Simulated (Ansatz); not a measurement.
Band structure of a sheet of MgI2 (3 atoms in the cell).

```yaml
crystal:
  lattice:
    - [4.20082, 0.00000, 0.00000]
    - [-2.10041, 3.63802, 0.00000]
    - [0.00000, 0.00000, 17.33512]
  atoms:
    - { symbol: Mg, position: [0.00000, 0.00000, 0.50000] }
    - { symbol: I, position: [0.33333, 0.66667, 0.59620] }
    - { symbol: I, position: [0.66667, 0.33333, 0.40381] }
```

Method: PBE (plane waves, PAW; Ansatz, a first-principles code).

Settings: kpoints.mp_grid.grid = 9 9 1; hamiltonian.xc = pbe; hamiltonian.pseudopotentials = {kind: paw} (the program's default PAW files); scf.occupations.method = gaussian; scf.occupations.width = 0.136 eV; kpoints.band_path.path = [[0.0, 0.0, 0.0], [0.5, 0.0, 0.0], [0.33333333, 0.33333333, 0.0], [0.0, 0.0, 0.0]]; kpoints.band_path.npoints = 8.

The starting cell was generated: these elements placed on a structure prototype, without a prior relaxation; it need not be a known phase or ordering of this composition. Its lattice was rescaled in the plane by a random factor within 2.5 % of one. Spin-orbit coupling is off.

### Question
Predict the gap along the standard path and the places of the band edges.

### Answer
The gap along the path is 3.67 eV, from Γ to M; the smallest direct gap on it is 4.01 eV.

Levels in eV from the top of the valence band on the path, bands 19 to 26:
```
point     19     20     21     22    23    24    25    26
-----  -----  -----  -----  -----  ----  ----  ----  ----
Γ      -0.27  -0.27   0.00   0.00  4.01  4.91  6.05  6.18
M      -1.26  -1.13  -0.62  -0.41  3.67  5.52  5.79  6.70
K      -2.32  -1.80  -0.68  -0.68  4.48  6.55  6.55  7.94
```

Keys are those of Ansatz 0.2.
